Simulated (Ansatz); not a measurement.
Zr: response to strain

Consider Zr in the hcp (Mg type) structure (space group P6_3/mmc, No. 194; relaxed with 0.1 eV smearing).

```
Zr
1.0
    3.18249     0.00000     0.00000
   -1.59125     2.75612     0.00000
    0.00000     0.00000     5.12352
Zr
2
Direct
  0.66667   0.33333   0.75000
  0.33333   0.66667   0.25000
```

Cartesian axes are those of the cell as printed.

Strains are applied to the cell and any free atomic positions relax; under biaxial strain the out-of-plane vector relaxes too.

Computed with Ansatz (a program for electronic structure) PBEsol, without spin-orbit coupling.

| biaxial strain, plane normal [001], relaxed out of plane (%) | out-of-plane strain (%) |
|---|---|
| 0 | 0.00 |
| 0.5 | -0.42 |
| 1 | ? |
| 1.5 | -1.21 |
| 2.5 | -1.99 |
| 3 | -2.38 |

### Question
Fit ε⊥ = −νε + γε² (strains in %) to the rows shown and predict the withheld row.

### Answer
Least squares on the printed values gives ν = 0.83 (the biaxial Poisson response) and γ = 0.011 (largest residual 0.01 %); this predicts -0.81 %, and the run gives -0.82 %, in agreement.

Stability against distortions was not tested. All final runs are without spin polarisation.
